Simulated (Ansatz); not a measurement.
For Sb (Fm-3m, No. 225, 1 atom in the cell; start COD 9013009; another form than the element's usual one), LDA (Ansatz, a quantum-chemistry and plane-wave program, plane waves, PAW) gives:

| Quantity | Value |
|---|---|
| lattice constant a | 4.686 Å |
| cohesive energy | 3.36 eV/atom |

What does r²SCAN+rVV10 (Ansatz, plane waves, PAW) give for the same quantities?


- lattice constant a: 4.749 Å (increases by 1.3 %)
- cohesive energy: 2.35 eV/atom (shrinks by 1.01 eV/atom)

Changes are worked out from the printed values.

Unless a cell is named, each level is at its own relaxed cell (LDA 25.73, r²SCAN+rVV10 26.77 Å³/atom).

Levels without +SOC leave out spin–orbit coupling, which shifts energies and cells of such heavy elements.

Caveats: the relaxation could not lower the start's symmetry, so the cell can be a saddle point above a distorted one (LDA, r²SCAN+rVV10). Ansatz's density-functional and Hartree–Fock values are scalar-relativistic unless marked +SOC, with PAW data made under PBE.
